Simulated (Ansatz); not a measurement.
The starting structures come from a database of crystals and need not be the phases stable at ambient conditions.

 Where the default PAW files enter, the runs use the earlier of Ansatz's two default sets.

The decay constant κ of evanescent states in the gap governs leakage through a thin film.

```xyz
4
Lattice="4.6136 0.0000 0.0000 0.0000 6.4905 0.0000 0.0000 0.0000 4.6136" Properties=species:S:1:pos:R:3 pbc="T T T"
Mg     2.3068     3.2452     2.3068
Cd     0.0000     0.0000     0.0000
Te     2.3068     4.8325     0.0000
Te     0.0000     1.6580     2.3068
```

Space group of this cell: P-4m2. The cell is taken as given; by PBEsol its mean pressure is -0.9 GPa.

Transport runs along the normal of the first two printed cell vectors, the (100) plane of the conventional cell.

The gap is the functional's own. No spin-orbit coupling. Mid-gap values are interpolated on the energy grid.

### Question
Give the band gap and the smallest decay constant κ at mid-gap that PBEsol (Ansatz, a quantum-chemistry and plane-wave program) yields.

### Answer
Gap 1.35 eV on a 8×6×8 mesh; κ = 0.096 1/Å, at the zone centre.
